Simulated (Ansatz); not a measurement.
Take MoS2 (space group P6_3/mmc, No. 194; a = 3.1493 Å, c = 12.0895 Å; layered, stacked along the Cartesian z axis) as the base. Axes: x lies along a and z along c of the hexagonal cell.

Level of theory: PBE-D3(BJ), PAW, 420 eV (Ansatz, an electronic-structure program; spin-orbit coupling left out).

For the base:

Pressure: 0.00 GPa
Band gap: 0.77 eV
Hole mass: 1.0 mₑ along c, 0.61 mₑ across (at Γ)

The change: the cell is compressed by 0.60 % along z with no lateral relaxation; the atoms relax in the strained cell.

### Question
What does the calculation give for the pressure, band gap, hole mass and energy relative to the base after the change?

### Answer
The pressure (mean of the normal stresses, compression positive) goes from zero to 0.17 GPa; the band gap shrinks by 0.036 eV to 0.74 eV; the hole mass changes from 1.0 mₑ along c, 0.61 mₑ across (at Γ) to 1.1 mₑ along z, 0.58 mₑ across (at Γ); the energy is nearly the same.

Masses are band curvatures over ±0.01 Å⁻¹ around the edge. No phonon test of stability was made.
